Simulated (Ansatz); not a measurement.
Take CdSe in the zinc blende structure (space group F-43m, No. 216; a = 6.196 Å) as the base.

Level of theory: Ansatz (a program for electronic structure), PBE, PAW, cutoff 420 eV, no spin-orbit coupling.

Before the change:

The pressure is -0.01 GPa and the hole mass comes out as 0.054, 0.73, 0.73 mₑ (at Γ).

It is then changed as follows: every lattice vector is stretched by 2.00 %, atoms relaxed at fixed cell.

Predict the new energy relative to the base, pressure, mean gap deformation potential ΔEg/Δln V and hole mass.

The energy increases by 14 meV/atom; the pressure falls by 2.31 GPa (-0.01 GPa → -2.32 GPa); the mean gap deformation potential ΔEg/Δln V comes out as -2.1 eV; the hole mass (degenerate bands, along [100]) goes from 0.054, 0.73, 0.73 mₑ (at Γ) to 0.043, 0.80, 0.80 mₑ (at Γ).

The cells carry an imposed strain or load. Effective masses come from finite differences of ±0.01 Å⁻¹. No phonon test of stability was made.
